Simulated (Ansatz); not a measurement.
ReB₂ has the hexagonal space group P6₃/mmc (No. 194), Pearson symbol hP6. Cell: a = b = 2.8921 Å, c = 7.4481 Å, α = β = 90.00°, γ = 120.00°. Re on 2c is surrounded by 8 B at 2.222–2.246 Å and 6 Re at 2.892 Å. B on 4f sees 3 B at 1.818 Å and 4 Re at 2.222–2.246 Å. (Neighbours: up to the widest gap in distance over summed covalent radii, below 1.35, at either atom; cation-cation and far metal-metal contacts left out.)

ReB2 (P6_3/mmc), PBEsol, DFPT electron-phonon coupling, linearised Boltzmann equation (plane waves, PAW, scalar-relativistic; Ansatz, a program for electronic structure): the phonon-limited resistivity at 300 K is 12.2 μΩ·cm (x, the basal plane), 12.2 μΩ·cm (y, the basal plane), 2.86 μΩ·cm (z, c). Third figures are kept for the arithmetic.

**Question.** How anisotropic is it, and between which bounds lies a dense polycrystal with random grains and no boundary scattering?

**Answer.** Largest over smallest: 4.3. Upper bound, grains in series: (12.2 + 12.2 + 2.86)/3 = 9.1 μΩ·cm. Lower bound, grains side by side: 3/Σ(1/ρ) = 5.8 μΩ·cm. The best single-crystal direction lies 51 % under the lower bound.

**Question.** The current-weighted mean free path is 15.1 nm along x and 24.1 nm along z. How does ρ₀ℓ differ between these directions?

**Answer.** x: 12.2 × 15.1 = 18.4×10⁻¹⁶ Ω·m²; z: 2.86 × 24.1 = 6.9×10⁻¹⁶ Ω·m², a ratio of 2.7. The size effect in a wire also hangs on the velocities towards its walls, so the isotropic formulas don't carry over to this crystal.

A metal at this level (no band gap). Only scattering by harmonic phonons is included (no impurities, grain boundaries, electron-electron scattering or thermal expansion). Spin-orbit coupling is left out, which matters with elements this heavy. Halving the electron mesh (32x32x12) moves the resistivity by up to 1 % at 300 K, the mean free path by up to 5 %. Smearing 0.20 eV; phonons on a 6x6x2 q mesh, which this run doesn't test.

Formula and space group known from diffraction (Crystallography Open Database), not checked to be the room-temperature form: ReB2 (P6_3/mmc).
